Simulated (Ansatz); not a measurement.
Cell and atoms of amorphous Hf18O39In2:

```yaml
crystal:
  lattice:
    - [9.24179, 0.10362, 0.16220]
    - [0.10362, 9.30635, -0.13698]
    - [0.16220, -0.13698, 8.93170]
  atoms:
    - { symbol: Hf, position: [0.75457, 0.59256, 0.67845] }
    - { symbol: Hf, position: [0.06332, 0.22033, 0.13645] }
    - { symbol: Hf, position: [0.57558, 0.05060, 0.55487] }
    - { symbol: Hf, position: [0.27827, 0.91264, 0.39177] }
    - { symbol: Hf, position: [0.50905, 0.77745, 0.87776] }
    - { symbol: Hf, position: [0.15644, 0.85744, 0.06637] }
    - { symbol: Hf, position: [0.24862, 0.04884, 0.73702] }
    - { symbol: Hf, position: [0.81105, 0.93577, 0.81000] }
    - { symbol: Hf, position: [0.64486, 0.35016, 0.30348] }
    - { symbol: Hf, position: [0.14320, 0.39763, 0.46031] }
    - { symbol: Hf, position: [0.32485, 0.54027, 0.10835] }
    - { symbol: Hf, position: [0.90477, 0.28456, 0.79414] }
    - { symbol: Hf, position: [0.47582, 0.37867, 0.72951] }
    - { symbol: Hf, position: [0.87943, 0.58195, 0.02388] }
    - { symbol: Hf, position: [0.58926, 0.69264, 0.28493] }
    - { symbol: Hf, position: [0.92476, 0.74537, 0.38717] }
    - { symbol: Hf, position: [0.76437, 0.03121, 0.15607] }
    - { symbol: Hf, position: [0.93035, 0.12423, 0.47153] }
    - { symbol: O, position: [0.73681, 0.51174, 0.17119] }
    - { symbol: O, position: [0.64043, 0.94955, 0.98386] }
    - { symbol: O, position: [0.18406, 0.40792, 0.21998] }
    - { symbol: O, position: [0.27502, 0.01877, 0.19090] }
    - { symbol: O, position: [0.24029, 0.84853, 0.62713] }
    - { symbol: O, position: [0.96586, 0.37578, 0.00452] }
    - { symbol: O, position: [0.49825, 0.86410, 0.40264] }
    - { symbol: O, position: [0.19152, 0.16641, 0.95058] }
    - { symbol: O, position: [0.98921, 0.00423, 0.14981] }
    - { symbol: O, position: [0.74487, 0.70923, 0.88339] }
    - { symbol: O, position: [0.73099, 0.61113, 0.44930] }
    - { symbol: O, position: [0.47347, 0.49665, 0.29002] }
    - { symbol: O, position: [0.41278, 0.39084, 0.95755] }
    - { symbol: O, position: [0.71037, 0.39082, 0.77227] }
    - { symbol: O, position: [0.87959, 0.77944, 0.62572] }
    - { symbol: O, position: [0.35215, 0.07883, 0.52912] }
    - { symbol: O, position: [0.01875, 0.86026, 0.87950] }
    - { symbol: O, position: [0.33840, 0.92372, 0.91178] }
    - { symbol: O, position: [0.58143, 0.28625, 0.51320] }
    - { symbol: O, position: [0.06887, 0.60334, 0.47060] }
    - { symbol: O, position: [0.85108, 0.12449, 0.94480] }
    - { symbol: O, position: [0.50469, 0.68494, 0.07693] }
    - { symbol: O, position: [0.74085, 0.02996, 0.39580] }
    - { symbol: O, position: [0.78272, 0.10555, 0.66458] }
    - { symbol: O, position: [0.57865, 0.18599, 0.17640] }
    - { symbol: O, position: [0.00886, 0.69048, 0.15596] }
    - { symbol: O, position: [0.45572, 0.15842, 0.77263] }
    - { symbol: O, position: [0.26417, 0.74184, 0.24068] }
    - { symbol: O, position: [0.60774, 0.88915, 0.70021] }
    - { symbol: O, position: [0.05503, 0.12856, 0.68381] }
    - { symbol: O, position: [0.76337, 0.81029, 0.22369] }
    - { symbol: O, position: [0.85025, 0.23723, 0.26352] }
    - { symbol: O, position: [0.95214, 0.53408, 0.78620] }
    - { symbol: O, position: [0.11301, 0.19682, 0.36654] }
    - { symbol: O, position: [0.04028, 0.92194, 0.42308] }
    - { symbol: O, position: [0.24147, 0.66210, 0.93731] }
    - { symbol: O, position: [0.28816, 0.40745, 0.61888] }
    - { symbol: O, position: [0.94328, 0.34167, 0.55713] }
    - { symbol: O, position: [0.52815, 0.60018, 0.72859] }
    - { symbol: In, position: [0.10603, 0.69403, 0.72009] }
    - { symbol: In, position: [0.41633, 0.13970, 0.02194] }
```

Methods: PBE, scalar-relativistic without spin-orbit coupling (Ansatz, an electronic-structure program); r2SCAN, scalar-relativistic without spin-orbit coupling (Ansatz); HSE06, scalar-relativistic without spin-orbit coupling (Ansatz). Neutral PBE cell, which sets geometry, pressure and energy: sampling: a 2×2×2 Γ-centred mesh; Fermi-Dirac width 0.02 eV; no spin polarisation. Exact exchange is cut at the faces of this 9 Å cell, which leaves hybrid gaps a finite-size error.

It comes from a melt-quench run on a machine-learned potential (CHGNet), relaxed afterwards by DFT. O atoms were pushed apart under 1.9 Å during the dynamics, to hinder bonds among them. The hot cell started wider than the set density and was brought back towards it in steps. It is the lowest in DFT energy of 2 quenches. It is a model cell: composition and starting density were chosen by hand, and all elements were melted together. No dispersion term was used. Its density started from a set value of 8.80 and ended at 8.80 g/cm³. The simulated quench (nominally 380 K/ps over its main leg) is rapid and tends to freeze in more defects than a deposited or slowly cooled glass has. Values belong to this one cell and scatter from quench to quench. The volume was held where the preparation left it and the shape relaxed.

Give the pressure and the spacing of the highest filled and lowest empty levels.


```json
{
  "Pressure on a 2×2×2 Γ-centred mesh": "-37.7 kbar",
  "Largest force and stress component on that mesh (the relaxation ran on the zone centre alone)": "0.10 eV/Å and 3.8 GPa",
  "Level gap on a 2×2×2 Γ-centred mesh (PBE)": "3.12 eV",
  "Level gap at the zone centre (PBE)": "3.15 eV",
  "Level gap at the zone centre (r2SCAN)": "3.69 eV",
  "Level gap at the zone centre (HSE06)": "4.74 eV",
  "Distance between the nearest levels spread over more than a fifth of the atoms or a third of the atoms of their main element (six at least) (PBE, zone centre)": "3.20 eV"
}
```

At PBE and the zone centre, how localised are the states just below and above the Fermi level (participation number: the atoms over which a state spreads)?

The highest filled state is spread over 9.6 atoms' worth, largest on O27, with weights by element (charge in smoothed Voronoi cells) O 0.95, Hf 0.04, In 0.00. The lowest empty state is spread over 18.0 atoms' worth, largest on In59, with weights by element (charge in smoothed Voronoi cells) O 0.54, In 0.28, Hf 0.19.

At PBE the levels at the filled edge of the gap are localised (band-tail or defect states).

Bonds are counted up to Hf-Hf 3.34 Å, Hf-O 2.52 Å, Hf-In 3.23 Å, O-O 1.58 Å, O-In 2.50 Å, In-In 3.12 Å. Two cations that share two anions don't count as bonded, nor two that share one unless they lie closer than Hf-Hf 3.25 Å, Hf-In 3.15 Å, In-In 3.04 Å.

Added carriers, by PBE, scalar-relativistic without spin-orbit coupling run with Ansatz on the zone centre alone. Charged cells keep the cell fixed and stand in a uniform background, with no image correction, at a width of 0.01 eV; where the count is odd the moment is locked at 1 μB, unless the neutral cell bore moments. Each starts from the undistorted neutral geometry alone. PBE's self-interaction favours spread-out carriers, so it can miss traps that a hybrid finds.

What happens at PBE when the cell takes an extra electron and the atoms relax?

Relaxation lowers the charged cell by 0.23 eV. The largest moves are O38 0.10 Å, O43 0.10 Å, O31 0.08 Å, Hf9 0.07 Å. The level that holds the added charge spreads over 14.2 atoms' worth, most on In59 (weight 0.17): a partly localised carrier. No bond crosses its cut-off with a change of over 0.15 Å (metal-metal contacts aside). Made neutral again at that geometry, the cell lies +0.27 eV from the neutral start.

What happens at PBE when the cell takes a hole and the atoms relax?

Relaxation lowers the charged cell by 0.21 eV. The largest moves are O53 0.17 Å, O39 0.17 Å, O23 0.11 Å, Hf17 0.09 Å. The level that was emptied spreads over 4.1 atoms' worth, most on O27 (weight 0.41): a localised (trapped) carrier, which neighbours of that atom can share. No bond crosses its cut-off with a change of over 0.15 Å (metal-metal contacts aside). Made neutral again at that geometry, the cell lies +0.62 eV from the neutral start.
